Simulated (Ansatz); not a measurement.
The structure below was relaxed with PBEsol/PAW in Ansatz (a program for electronic structure), no spin-orbit coupling.

```
In3GaN4
1.0
    6.33259    -1.72071     0.00000
    6.33259     1.72071     0.00000
   -2.79882     0.00000     5.28295
In Ga N
3 1 4
Cartesian
  3.95065   0.00000   4.37975
 -0.87262   0.00000   1.79106
  0.60007   0.00000   4.86929
  8.34195   0.00000   2.17563
  9.82557   0.00000   0.87787
  2.08577   0.00000   3.25211
 -1.26840   0.00000   3.86370
  6.60778   0.00000   1.24523
```

Q: Find the space group and the Wyckoff positions.

A: Space group Cm (No. 8); a = 12.665 Å, b = 3.441 Å, c = 5.979 Å, α = γ = 90.00°, β = 117.91°

```json
[
 {"atom": "In", "site": "2a", "symmetry": "m", "x": "0.0049", "y": "0.5000", "z": "0.1710"},
 {"atom": "In", "site": "2a", "symmetry": "m", "x": "0.4940", "y": "0.5000", "z": "0.6610"},
 {"atom": "In", "site": "2a", "symmetry": "m", "x": "0.2489", "y": "0.5000", "z": "0.0783"},
 {"atom": "Ga", "site": "2a", "symmetry": "m", "x": "0.2503", "y": "0.0000", "z": "0.5882"},
 {"atom": "N", "site": "2a", "symmetry": "m", "x": "0.1875", "y": "0.0000", "z": "0.8338"},
 {"atom": "N", "site": "2a", "symmetry": "m", "x": "0.1993", "y": "0.5000", "z": "0.3844"},
 {"atom": "N", "site": "2a", "symmetry": "m", "x": "0.4385", "y": "0.5000", "z": "0.2686"},
 {"atom": "N", "site": "2a", "symmetry": "m", "x": "0.4262", "y": "0.0000", "z": "0.7643"}
]
```

Q: Describe the coordination.

A: The crystal has 16 atoms in its conventional cell. Cell: a = 12.665 Å, b = 3.441 Å, c = 5.979 Å, α = γ = 90.00°, β = 117.91°. In1 is coordinated by 4 N at 2.114–2.179 Å (tetrahedral). In2 has 4 N at 2.110–2.169 Å (tetrahedral). In3 is surrounded by 4 N at 2.122–2.196 Å (tetrahedral). Ga sees 4 N at 1.968–2.031 Å (tetrahedral). N1 is surrounded by 1 Ga at 1.971 Å and 3 In at 2.154–2.169 Å (tetrahedral). N2 sees 2 Ga at 2.031 Å and 2 In at 2.179–2.196 Å (tetrahedral). N3 has 4 In at 2.110–2.122 Å (tetrahedral). N4 is coordinated by 1 Ga at 1.968 Å and 3 In at 2.139–2.153 Å (tetrahedral). (Neighbours: up to the widest gap in distance over summed covalent radii, below 1.35, at either atom; cation-cation and far metal-metal contacts left out.)

These are small ordered cells, not random alloys; other orderings at the same x differ. Whether these cells are dynamically stable was not tested. The final runs are not spin-polarised. The cell was made from GaN by this change: x(In) = 0.75, 8 atoms, Cm.
